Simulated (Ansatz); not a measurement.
An Ansatz (a quantum-chemistry and plane-wave program) input for fluorite-type CoSi2 (0 0 1) on cubic SrTiO3 (0 0 1) (film strained to the substrate, faces as cut):

Ansatz 0.2 input:
```yaml
crystal:
  lattice:
    - [3.936793, 0.0, -0.001501187]
    - [0.0, 3.936793, -0.021074035]
    - [0.97431045, -0.795978975, 25.882700451]
  atoms:
    - { symbol: Sr, position: [0.988780857, -0.036802164, 0.040291172] }
    - { symbol: O, position: [0.489886187, 0.479161268, 0.035280396] }
    - { symbol: Sr, position: [0.950869331, 0.018460487, 0.191187221] }
    - { symbol: Ti, position: [0.47053219, 0.492687507, 0.113865105] }
    - { symbol: O, position: [0.971211712, 0.495300695, 0.111881152] }
    - { symbol: O, position: [0.471486391, -0.004187797, 0.111814265] }
    - { symbol: O, position: [0.452078291, 0.516163242, 0.187992502] }
    - { symbol: Sr, position: [0.911945565, 0.055840279, 0.344067195] }
    - { symbol: Ti, position: [0.431206148, 0.539323919, 0.268124919] }
    - { symbol: O, position: [0.932835268, 0.536652503, 0.264717483] }
    - { symbol: O, position: [0.433029499, 0.035802118, 0.264737461] }
    - { symbol: O, position: [0.413240616, 0.55363626, 0.341289572] }
    - { symbol: Sr, position: [0.874335756, 0.088995064, 0.493437577] }
    - { symbol: Ti, position: [0.392249588, 0.572723701, 0.422868376] }
    - { symbol: O, position: [0.893373917, 0.571468552, 0.41846855] }
    - { symbol: O, position: [0.393166444, 0.071610626, 0.418451438] }
    - { symbol: O, position: [0.374623974, 0.589367904, 0.494460654] }
    - { symbol: Co, position: [0.545657993, 0.299859133, 0.763305412] }
    - { symbol: Co, position: [0.061342026, 0.765423221, 0.665119191] }
    - { symbol: Co, position: [0.508180624, 0.379126986, 0.957283852] }
    - { symbol: Co, position: [0.02838981, 0.835355557, 0.860020382] }
    - { symbol: Si, position: [0.065264866, 0.284278956, 0.714451578] }
    - { symbol: Si, position: [0.573915994, 0.788561086, 0.715438025] }
    - { symbol: Si, position: [0.584230035, 0.764651239, 0.618751494] }
    - { symbol: Si, position: [0.199745478, 0.259055045, 0.618451593] }
    - { symbol: Si, position: [0.018408962, 0.353753619, 0.912970235] }
    - { symbol: Si, position: [0.517116545, 0.866572021, 0.913228863] }
    - { symbol: Si, position: [0.540447477, 0.817610538, 0.813435624] }
    - { symbol: Si, position: [0.040242555, 0.324352964, 0.813430936] }
basis:
  ecutwfc: 420
  ecutrho_ratio: 4
  xc_grid: 2
kpoints:
  mp_grid: { grid: [8, 8, 1] }
hamiltonian:
  xc: pbe
  dispersion: none
  pseudopotentials: { kind: paw }
scf:
  n_extra_bands: 34
  occupations: { method: fermi_dirac, width: 0.05 }
output:
  forces: true
  stress: true
  eigenstates:
    kpoints:
      - [0, 0, 0]
      - [0.5, 0, 0]
      - [0, 0.5, 0]
      - [0.5, 0.5, 0]
    e_range: [-3.5, 3.5]
    localisation: true
relax:
  f_tol: 0.04
  max_steps: 70
  cell: { fix: [a, b, gamma], stress_tol: 0.3 }
```

Level of theory: PBE (plane waves to 420 eV, PAW; Ansatz). No spin–orbit coupling; the runs are not spin-polarised. Its k-point mesh 8×8×1, Fermi–Dirac width 0.05 eV.

**Question.** Write the closing report of this run, without the band table and long remarks, to eight decimals at most.

**Answer.** 
```
SCF converged after 8 iterations
Free energy (F): -52971.692832 eV
Harris-Foulkes:  -52971.692832 eV  (|F-HF|=6.92e-9)
Internal energy: -52971.644067 eV  (E = F + TS)
E sigma→0 (E₀):  -52971.668450 eV
Entropy (-TS):   -0.048764 eV (-1.682 meV/atom)
Fermi energy:    10.722768 eV
--- Per-component energies (eV) ---
  E_band       = -2110.442393
  E_kinetic    = 5719.792498
  E_local      = -31670.835107  (includes V_loc(G=0)·N_el)
  E_nonlocal   = 3304.680625
  E_hartree    = 13356.713200
  E_xc         = -2821.114079
  E_vxc        = -3177.603009  (∫ρ·V_xc dr)
  E_paw        = -25657.135264  (= ΣΔE_a)
  E_vpaw       = -2999.925483  (= ΣTr[D̂ρ^β])
  E_aug_tail   = 0.025150  (compensation charges beyond the density's cutoff)
  E_ewald      = -15203.771091
  E_smearing   = -0.048764  (= −TS)
  E_closure    = 0.000000  (closes the sum)
  Σ components = -52971.692832   (vs F -52971.692832, Δ=0.00e0)
--- Forces (eV/Å), atoms counted from 1 ---
  atom   1  Sr     0.00163126     0.00163879    -0.00873342
  atom   2  O     -0.00438334     0.00160594     0.02191582
  atom   3  Sr    -0.00048921     0.00067905    -0.00298552
  atom   4  Ti    -0.00230924     0.01401507     0.01087712
  atom   5  O      0.00297672    -0.00359045    -0.00192479
  atom   6  O      0.00002553    -0.00832736    -0.00188427
  atom   7  O      0.00037834    -0.00094181     0.01579918
  atom   8  Sr     0.00070102    -0.00050237     0.01010233
  atom   9  Ti    -0.00339909    -0.00289406     0.01423568
  atom  10  O      0.00295913    -0.00020837    -0.00836142
  atom  11  O      0.00111048     0.00370291    -0.00859496
  atom  12  O      0.00330010     0.00003323    -0.01785763
  atom  13  Sr     0.00070017     0.00198581    -0.01282219
  atom  14  Ti    -0.00281942     0.00499967     0.03425362
  atom  15  O      0.00098388    -0.00188060    -0.00120488
  atom  16  O      0.00267973    -0.00182755    -0.00173508
  atom  17  O     -0.00420726    -0.00170585    -0.02829518
  atom  18  Co     0.00017075    -0.00048599     0.00091407
  atom  19  Co     0.01271820     0.00078253     0.00709517
  atom  20  Co     0.00262166    -0.00667738    -0.02408189
  atom  21  Co    -0.00063414     0.00311627     0.01631289
  atom  22  Si    -0.00779889    -0.00095023    -0.00750932
  atom  23  Si     0.00065022     0.00043386    -0.00061693
  atom  24  Si    -0.00516341    -0.00144068     0.01173516
  atom  25  Si    -0.00220389    -0.00015164     0.01006691
  atom  26  Si    -0.00030996     0.00109203    -0.00458331
  atom  27  Si     0.00047959    -0.00187198    -0.00307798
  atom  28  Si    -0.00188301    -0.00175543    -0.00925495
  atom  29  Si     0.00151349     0.00113153    -0.00976386
  max |Σ_I F_I| component: 2.04e-5 eV/Å
--- Stress (GPa, compression-positive) ---
       -4.897881       0.001314      -0.010906
        0.001314      -4.895368       0.037475
       -0.010906       0.037475       0.050205
  P = ⅓ Tr σ = -3.2477 GPa (-32.477 kbar)
--- Relaxed structure (10 steps of the walk, 9 accepted, 1 SCFs on fresh bases) ---
  F+E_penalty+E_count = -52971.69283188 eV   max|allowed force component| = 3.425e-2 eV/Å   (the final SCF, on the basis selected at the relaxed cell)
  cell:  # Å, volume = 401.0891 Å³
    - [3.93615686, 0.00106594, 0.07077721]
    - [0.00065082, 3.93570246, -0.09502098]
    - [1.44916132, -1.28141759, 25.94785158]
  atoms:
    - { symbol: Sr, position: [0.99454222, -0.06976733, 0.04089406] }
    - { symbol: O, position: [0.49952378, 0.42796298, 0.03115745] }
    - { symbol: Sr, position: [0.91927659, 0.00440978, 0.19319174] }
    - { symbol: Ti, position: [0.45817649, 0.46422653, 0.11465715] }
    - { symbol: O, position: [0.96121388, 0.46611178, 0.10883136] }
    - { symbol: O, position: [0.46134192, -0.03398224, 0.10882985] }
    - { symbol: O, position: [0.42340116, 0.50216634, 0.18570149] }
    - { symbol: Sr, position: [0.84320163, 0.08194240, 0.34710538] }
    - { symbol: Ti, position: [0.38139922, 0.54409130, 0.26984937] }
    - { symbol: O, position: [0.88505995, 0.53863418, 0.26341852] }
    - { symbol: O, position: [0.38511305, 0.03896153, 0.26342011] }
    - { symbol: O, position: [0.34714890, 0.57732532, 0.34051201] }
    - { symbol: Sr, position: [0.76782706, 0.15571736, 0.49862330] }
    - { symbol: Ti, position: [0.30424680, 0.62001905, 0.42596280] }
    - { symbol: O, position: [0.80851186, 0.61660060, 0.41913870] }
    - { symbol: O, position: [0.30844915, 0.11649689, 0.41914597] }
    - { symbol: O, position: [0.27154792, 0.65387567, 0.49581164] }
    - { symbol: Co, position: [0.63393560, 0.29272930, 0.76431546] }
    - { symbol: Co, position: [0.18278325, 0.74323565, 0.66408885] }
    - { symbol: Co, position: [0.53511447, 0.39154630, 0.96146583] }
    - { symbol: Co, position: [0.08446796, 0.84186719, 0.86396806] }
    - { symbol: Si, position: [0.15874633, 0.26749162, 0.71380204] }
    - { symbol: Si, position: [0.65871939, 0.76813257, 0.71376258] }
    - { symbol: Si, position: [0.70739255, 0.71861296, 0.61425891] }
    - { symbol: Si, position: [0.20784101, 0.21913671, 0.61430093] }
    - { symbol: Si, position: [0.05959548, 0.36515748, 0.91193614] }
    - { symbol: Si, position: [0.56108120, 0.86722188, 0.91192848] }
    - { symbol: Si, position: [0.60873946, 0.81709938, 0.81436626] }
    - { symbol: Si, position: [0.10939583, 0.31778134, 0.81437780] }
```

Cost: around 30 core-minutes (rough).
